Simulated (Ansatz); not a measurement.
The starting structures come from a database of crystals and need not be the phases stable at ambient conditions.

 Where the default PAW files enter, the runs use the earlier of Ansatz's two default sets.

# Evanescent states of TeO2 (P4_32_12, not sure to be the ambient phase, 12 atoms a cell, 14.9 Å³ an atom) along the normal of (111)

These are r2SCAN (plane waves, PAW; Ansatz, a quantum-chemistry and plane-wave program) values and carry that method's errors.

The gap is the functional's own. No spin-orbit coupling. Mid-gap values are interpolated on the energy grid.

Energies count from the valence-band top; κ is the least over a 6×4 mesh across the current.

| E (eV) | κ (1/Å) | where |
|---|---|---|
| 0.09 | 0.191 | off Γ |
| 0.26 | 0.262 | Γ |
| 0.42 | 0.286 | Γ |
| 0.59 | 0.305 | Γ |
| 0.77 | 0.320 | Γ |
| 0.94 | [?] | Γ |
| 1.10 | [?] | Γ |
| 1.27 | [?] | Γ |
| 1.45 | [?] | Γ |
| 1.61 | [?] | Γ |
| 1.78 | [?] | Γ |
| 1.96 | [?] | Γ |
| 2.12 | [?] | Γ |
| 2.29 | [?] | Γ |
| 2.46 | [?] | Γ |
| 2.63 | 0.318 | Γ |
| 2.81 | 0.300 | Γ |
| 2.98 | 0.272 | off Γ |
| 3.15 | 0.229 | off Γ |
| 3.31 | 0.160 | off Γ |

Q: Some entries are withheld; supply them.

A: 
- 0.94, κ (1/Å): 0.332
- 1.10, κ (1/Å): 0.341
- 1.27, κ (1/Å): 0.347
- 1.45, κ (1/Å): 0.352
- 1.61, κ (1/Å): 0.354
- 1.78, κ (1/Å): 0.354
- 1.96, κ (1/Å): 0.352
- 2.12, κ (1/Å): 0.348
- 2.29, κ (1/Å): 0.341
- 2.46, κ (1/Å): 0.331
